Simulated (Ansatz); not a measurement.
## What isotropic strain +2.50 % does to Tl

Start from Tl in the hcp (Mg type) structure (space group P6_3/mmc, No. 194; a = 3.4761 Å, c = 5.4715 Å; relaxed with 0.1 eV smearing).

The change: every lattice vector is stretched by 2.50 %, atoms relaxed at fixed cell.

Level of theory: PBEsol in Ansatz (plane waves to 420 eV, PAW, no spin-orbit coupling). Γ-centred 19×19×11 mesh, Fermi–Dirac width 0.1 eV.

The volume per atom grows by 2.20 Å³ to 30.83 Å³ and the space group stays P6_3/mmc (No. 194). The energy rises by 16 meV/atom and the pressure (mean of the normal stresses, compression positive) goes from zero to -2.2 GPa. The band gap is still zero.

Whether these cells are dynamically stable was not tested.

Ansatz is a quantum-chemistry and plane-wave program.
